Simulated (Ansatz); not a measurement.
An Ansatz (a program for electronic structure) input (plane-wave PAW DFT at the PBE level (Ansatz, 420 eV), without spin-orbit coupling):

Ansatz 0.2 input:
```yaml
crystal:
  lattice:
    - [0, 3.1550315787, 3.1550315787]
    - [3.1550315787, 0, 3.1550315787]
    - [3.1550315787, 3.1550315787, 0]
  atoms:
    - { symbol: In, position: [0, 0, 0] }
    - { symbol: As, position: [0.25, 0.25, 0.25] }
basis: { ecutwfc: 420, ecutrho_ratio: 4, xc_grid: 2, fft_grid_basis: typed }
kpoints: { mp_grid: { grid: [9, 9, 9] } }
hamiltonian:
  xc: pbe
  dispersion: none
  pseudopotentials: { kind: paw }
scf: { occupations: { method: fermi_dirac, width: 0.05 }, convergence: { dr2_threshold: 0.0000000002 } }
relax: { f_tol: 0.005, max_steps: 50 }
output: { forces: true, stress: true }
checkpoint: { write: state.ck, write_every: 1000 }
```

Q: Which symmetry and how many k-points will the program report, and about how many plane waves at Γ?

A: Space group F-43m (ITA 216) with 24 operations, k-points 35 of 729, and 1243 plane waves at Γ.

Q: And the final pressure?

A: -2.49 GPa (compression positive).

The mesh was chosen for an insulator and is coarse for the gapless case. The cells carry an imposed strain or load. No phonon test of stability was made. The final runs are not spin-polarised. The cell was made from InAs in the zinc blende structure (space group F-43m, No. 216) by this change: isotropic strain +2.00 %.
